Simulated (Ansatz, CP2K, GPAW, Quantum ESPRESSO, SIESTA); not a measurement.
# One structure in several programs: Cu₃Sb (Pm-3m, 4 atoms in the cell)

Self-consistent single point.

```xyz
4
Lattice="3.9390 0.0000 0.0000 0.0000 3.9390 0.0000 0.0000 0.0000 3.9390" Properties=species:S:1:pos:R:3 pbc="T T T"
Cu     1.9695     1.9695     0.0000
Cu     0.0000     1.9695     1.9695
Cu     1.9695     0.0000     1.9695
Sb     0.0000     0.0000     0.0000
```

All programs got the same cell, k-point mesh and kind of occupations (in Ansatz's words: kpoints.mp_grid.grid = 8 8 8; scf.occupations.method = gaussian; scf.occupations.width = 0.0037 Ry); potentials, basis and cutoffs are each program's usual ones.

| code | model | pressure (GPa) | k-points | cutoff |
|---|---|---|---|---|
| Ansatz | PBEsol, PAW files made with PBE | -8.40 | 35 | default |
| CP2K | PBEsol, GPW, DZVP-MOLOPT-SR-GTH basis, GTH-PBE potentials (GTH_POTENTIALS) | -4.79 | 260 | grid 600 Ry |
| GPAW | PBEsol, GPAW PAW datasets PBEsol (made by gpaw-setup) | -8.00 | 35 | 850 eV |
| Quantum ESPRESSO | PBEsol, PSlibrary ultrasoft (PBE) pseudopotentials | -9.00 | 35 | 50 Ry |
| SIESTA | GGA PBEsol, numerical atomic orbitals DZP, PseudoDojo PBEsol standard norm-conserving potentials (rewritten from UPF to PSML) | -8.96 | 296 | grid 300 Ry |

No clean gap comes from Ansatz (a program for electronic structure), CP2K, GPAW, Quantum ESPRESSO and SIESTA: levels at the Fermi energy touch, overlap or are partly filled at this smearing.

The spread over the programs that give each value: pressure within 4.21 GPa.

The starting cell comes from a database of computed structures (which also holds hypothetical and non-ambient phases and stackings), without a prior relaxation at this level. Its lattice was rescaled by a random factor within 2.5 % of one. On Ansatz's run: Spin-orbit coupling is off. Spin polarisation is off. In the base run, with a pressure of about -8 GPa the cell is away from its equilibrium volume at this level. The run gives no clean gap (levels at the Fermi energy touch, overlap or are partly filled at this smearing), which alone does not show that the compound is a metal.

### Question
Why do the programs differ, and what cannot be compared?

### Answer
Differences of this kind can come from the potentials, where these differ, and from what each basis and cutoff leave unconverged. The valence holds different numbers of electrons (Ansatz 72, CP2K 38, GPAW 48, Quantum ESPRESSO 38, SIESTA 72). The zero of total energies and Fermi levels follows the potentials and each program's conventions, so they are not compared here. CP2K and SIESTA use small atom-centred bases, whose incompleteness enters pressures, forces and empty levels differently from a plane-wave cutoff. Ansatz's pressure is given at a fixed set of plane waves, as the other plane-wave codes print theirs; with its correction for the finite basis it is -8.31 GPa. Ansatz's smearing width was typed in Ry to four decimals, so it matches the others to a few per cent. The programs reduce the same mesh by symmetry to different extents, which changes the work and not the result. In the pressure, CP2K (by 3.61) lies more than 1 GPa from the median of the plane-wave programs.

Left out of this page: ABINIT and FLEUR (with a known weakness of the program); Elk (not drawn, or without a comparable value).

Keys are those of Ansatz 0.2.
